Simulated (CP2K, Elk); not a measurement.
A CP2K input for a self-consistent single point of Mg₃Sn (I4/mmm, 4 atoms in the cell) (DFT LDA (Pade form), GPW, DZVP-MOLOPT-SR-GTH basis, GTH-PADE potentials (GTH_POTENTIALS)):

```
&GLOBAL
  PROJECT scf
  RUN_TYPE ENERGY_FORCE
  PRINT_LEVEL MEDIUM
&END GLOBAL
&FORCE_EVAL
  METHOD Quickstep
  STRESS_TENSOR ANALYTICAL
  &DFT
    BASIS_SET_FILE_NAME BASIS_MOLOPT
    POTENTIAL_FILE_NAME GTH_POTENTIALS
    &QS
      METHOD GPW
      EPS_DEFAULT 1E-11
    &END QS
    &MGRID
      CUTOFF 1000
      REL_CUTOFF 40
      NGRIDS 5
    &END MGRID
    &SCF
      SCF_GUESS ATOMIC
      EPS_SCF 1E-7
      MAX_SCF 100
      ADDED_MOS 7
      &DIAGONALIZATION
        ALGORITHM STANDARD
      &END DIAGONALIZATION
      &MIXING
        METHOD BROYDEN_MIXING
        ALPHA 0.2
        NBUFFER 12
        BETA 1.5
      &END MIXING
      &SMEAR ON
        METHOD GAUSSIAN
        SIGMA [eV] 0.272
      &END SMEAR
    &END SCF
    &KPOINTS
      SCHEME MONKHORST-PACK 8 8 8
      GAMMA_CENTERED T
    &END KPOINTS
    &XC
      &XC_FUNCTIONAL PADE
      &END XC_FUNCTIONAL
    &END XC
    &PRINT
      &MO
        EIGENVALUES T
        OCCUPATION_NUMBERS T
        NDIGITS 8
        FILENAME mo
        &EACH
          QS_SCF 0
        &END EACH
        ADD_LAST NUMERIC
      &END MO
      &MULLIKEN ON
      &END MULLIKEN
    &END PRINT
  &END DFT
  &SUBSYS
    &CELL
      A 5.49615300 0.00000000 0.00000000
      B 1.87204800 5.16750800 0.00000000
      C -3.68410000 -2.58375400 3.15583900
      PERIODIC XYZ
    &END CELL
    &COORD
      SCALED
      Mg       0.50000000     0.50000000     0.00000000
      Mg       0.25000000     0.75000000     0.50000000
      Mg       0.75000000     0.25000000     0.50000000
      Sn       0.00000000     0.00000000     0.00000000
    &END COORD
    &KIND Mg
      BASIS_SET DZVP-MOLOPT-SR-GTH-q10
      POTENTIAL GTH-PADE-q10
    &END KIND
    &KIND Sn
      BASIS_SET DZVP-MOLOPT-SR-GTH-q4
      POTENTIAL GTH-PADE-q4
    &END KIND
  &END SUBSYS
  &PRINT
    &FORCES ON
    &END FORCES
    &STRESS_TENSOR ON
    &END STRESS_TENSOR
  &END PRINT
&END FORCE_EVAL
```

Problem. Translate this input to Elk.

Solution. One input that does it (others would too):

```
tasks
  0

xctype
  3

rgkmax
  8.0

gmaxvr
  14.0

nxoapwlo
  1

stype
  0

swidth
  0.00999582

scale
  1.889726125

avec
   -2.2315150000    2.2315150000    4.4998200000
    2.2315150000   -2.2315150000    4.4998200000
    2.2315150000    2.2315150000   -4.4998200000

sppath
  './'

atoms
  2   : nspecies
  'Mg.in'   : spfname
  3   : natoms; atposl, bfcmt below
  0.5000000000  0.5000000000  0.0000000000    0.0 0.0 0.0
  0.2500000000  0.7500000000  0.5000000000    0.0 0.0 0.0
  0.7500000000  0.2500000000  0.5000000000    0.0 0.0 0.0
  'Sn.in'   : spfname
  1   : natoms; atposl, bfcmt below
  0.0000000000  0.0000000000  0.0000000000    0.0 0.0 0.0

ngridk
  8 8 8
```

Basis, cutoffs, solver keys and any potentials are the target program's own. This input uses DFT, LDA (PW92), all-electron FP-LAPW, Elk's shipped species files, LAPW+lo basis. LDA parametrisations can differ slightly between programs.

The starting cell comes from a database of computed structures (which also holds hypothetical and non-ambient phases and stackings), without a prior relaxation at this level.
